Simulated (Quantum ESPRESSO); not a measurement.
**Quick settings and what they miss: ZrCoF6 (Fm-3m, 8 atoms in the cell)**

Self-consistent single point.

```
CELL_PARAMETERS angstrom
     -4.14705     0.00000     4.14705
      0.00000     4.14705     4.14705
     -4.14705     4.14705     0.00000
ATOMIC_POSITIONS crystal
  Zr 0.50000 0.50000 0.50000
  Co 0.00000 0.00000 0.00000
  F  0.25006 0.25006 0.74994
  F  0.74994 0.74994 0.25006
  F  0.74994 0.25006 0.25006
  F  0.25006 0.74994 0.74994
  F  0.25006 0.74994 0.25006
  F  0.74994 0.25006 0.74994
```
Moments meant for the start (each program seeds them in its own way; μB, in the order of the atoms Zr Co F F F F F F): 0.0 3.0 0.0 0.0 0.0 0.0 0.0 0.0.

Level of theory: PBEsol, GBRV 1.5 ultrasoft (PBESOL) pseudopotentials (plane waves; Quantum ESPRESSO 7.5).

Base settings: ecutwfc = 50 Ry; ecutrho = 400 Ry; occupations = smearing; smearing = fd; degauss = 0.0073499 Ry; nspin = 2; potentials = {Zr: zr_pbesol_v1.uspp.F.UPF, Co: co_pbesol_v1.2.uspp.F.UPF, F: f_pbesol_v1.4.uspp.F.UPF}; K_POINTS = automatic 6 6 6 0 0 0; conv_thr = 1e-10 Ry; mixing_beta = 0.3.

Tight run (finer mesh or higher cutoff; not a proven limit): ecutwfc: 50 Ry → 70 Ry; ecutrho: 400 Ry → 560 Ry; conv_thr: 1e-10 Ry → 7.3e-11 Ry; K_POINTS: automatic 6 6 6 0 0 0 → automatic 9 9 9 0 0 0. It gave Fermi level (on the code's own zero) 3.06 eV; pressure -8.29 GPa; largest force (vector length) 0.632 eV/Å; size of the cell's spin moment 3.00 μB; site moments (μB, in the program's spheres or projections) Zr 0.01, Co 2.62, F 0.04, F 0.04, F 0.04, F 0.04, F 0.04, F 0.04.

Quick runs, as changes from the base:
- A: the base itself
- B: ecutwfc: 50 Ry → 40 Ry; ecutrho: 400 Ry → 320 Ry; degauss: 0.0073499 Ry → 0.036749 Ry; conv_thr: 1e-10 Ry → 7.3e-06 Ry
- C: ecutwfc: 50 Ry → 40 Ry; ecutrho: 400 Ry → 320 Ry; smearing: fd → cold; degauss: 0.0073499 Ry → 0.019992 Ry; pseudopotentials: {Zr: zr_pbesol_v1.uspp.F.UPF, Co: co_pbesol_v1.2.uspp.F.UPF, F: f_pbesol_v1.4.uspp.F.UPF} → {Zr: zr_lda_v1.uspp.F.UPF, Co: co_lda_v1.2.uspp.F.UPF, F: f_lda_v1.4.uspp.F.UPF}; K_POINTS: automatic 6 6 6 0 0 0 → automatic 2 2 2 1 1 1 [LDA (PZ)]
- D: ecutwfc: 50 Ry → 25 Ry; ecutrho: 400 Ry → 200 Ry; conv_thr: 1e-10 Ry → 7.3e-06 Ry; K_POINTS: automatic 6 6 6 0 0 0 → automatic 4 4 4 0 0 0
- E: ecutwfc: 50 Ry → 30 Ry; ecutrho: 400 Ry → 240 Ry; smearing: fd → mp; degauss: 0.0073499 Ry → 0.036749 Ry; conv_thr: 1e-10 Ry → 7.3e-05 Ry
- F: ecutwfc: 50 Ry → 25 Ry; ecutrho: 400 Ry → 200 Ry; conv_thr: 1e-10 Ry → 7.3e-05 Ry; K_POINTS: automatic 6 6 6 0 0 0 → automatic 8 8 8 0 0 0

Energies are extrapolated to zero smearing width, which holds to low order in the width alone (under cold and Methfessel-Paxton smearing the free energy itself is taken).

Dashes: pressure of B, D, E, F, not trusted under this conv_thr with d or f elements; energy of C, another energy zero.

† marks runs with another functional, U, potentials or spin treatment: their distance from the tight run is not a convergence error alone.

The count of work is k-points × plane waves × bands × iterations; it is no time. Core times come from one kind of shared machine and are given to one figure; runs under 30 s give none.

The starting cell comes from a database of computed structures (which also holds hypothetical and non-ambient phases and stackings), without a prior relaxation at this level. Its lattice was rescaled by a random factor within 2.5 % of one. With one magnetic atom in the cell only a parallel order is possible. In the base run, with a pressure of about -8 GPa the cell is away from its equilibrium volume at this level.

| run | energy less tight (meV/atom) | pressure less tight (GPa) | largest miss in a force vector (eV/Å) | count of work / tight | core time / tight (rough) |
|---|---|---|---|---|---|
| A | 1.9 | 0.01 | 0.000 | 0.26 | 0.3 |
| B | -18.5 | – | 0.019 | 0.13 | 0.2 |
| C† | – | -3.37 | 0.046 | 0.025 | 0.1 |
| D | 1342.2 | – | 0.082 | 0.029 | 0.04 |
| E | 233.2 | – | 0.013 | 0.074 | 0.10 |
| F | 1344.0 | – | 0.166 | 0.078 | 0.09 |

Among the runs at the tight run's level, the energy misses run from 1.9 to 1344.0 meV/atom.
